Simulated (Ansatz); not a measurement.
**Response to strain in BeSe**

Start from BeSe in the zinc blende structure (space group F-43m, No. 216; a = 5.1289 Å). Axes: x, y, z lie along the cube axes.

Strains are applied to the cell and any free atomic positions relax; under biaxial strain the out-of-plane vector relaxes too.

All numbers come from Ansatz (a program for electronic structure), PBEsol, PAW, cutoff 420 eV, without spin-orbit coupling.

Notes on the quantities. pressure: mean of the normal stresses, compression positive.

```csv
change,pressure,ratio −ε⊥/ε∥,smallest direct gap,electron mass,shortest interatomic distance
base,0.00 GPa,–,4.28 eV,"0.84 mₑ along k, 0.26 mₑ across (at X)",2.221 Å
"biaxial strain −3.00 %, plane normal [001], relaxed out of plane",3.17 GPa,0.79,4.43 eV,"0.79 mₑ along k, 0.26 mₑ across (at X)",2.195 Å
"biaxial strain −2.50 %, plane normal [001], relaxed out of plane",2.59 GPa,0.80,4.41 eV,"0.80 mₑ along k, 0.26 mₑ across (at X)",2.199 Å
"biaxial strain −1.50 %, plane normal [001], relaxed out of plane",1.49 GPa,0.80,4.36 eV,"0.81 mₑ along k, 0.26 mₑ across (at X)",2.208 Å
"biaxial strain +0.50 %, plane normal [001], relaxed out of plane",-0.46 GPa,–,4.21 eV,"0.83 mₑ along k, 0.27 mₑ across (at X)",2.225 Å
"biaxial strain +1.00 %, plane normal [001], relaxed out of plane",-0.91 GPa,0.83,4.13 eV,"0.82 mₑ along k, 0.27 mₑ across (at X)",2.230 Å
"biaxial strain +1.50 %, plane normal [001], relaxed out of plane",-1.34 GPa,0.83,4.06 eV,"0.81 mₑ along k, 0.27 mₑ across (at X)",2.234 Å
"biaxial strain +2.00 %, plane normal [001], relaxed out of plane",-1.75 GPa,0.84,3.99 eV,"0.81 mₑ along k, 0.28 mₑ across (at X)",2.238 Å
"biaxial strain +2.50 %, plane normal [001], relaxed out of plane",-2.15 GPa,0.84,3.92 eV,"0.80 mₑ along k, 0.28 mₑ across (at X)",2.243 Å
"biaxial strain +3.00 %, plane normal [001], relaxed out of plane",-2.53 GPa,0.84,3.85 eV,"0.79 mₑ along k, 0.29 mₑ across (at X)",2.247 Å
```

Masses are band curvatures over ±0.01 Å⁻¹ around the edge. Along k means along the line from Γ to the band edge. Stability against distortions was not tested.
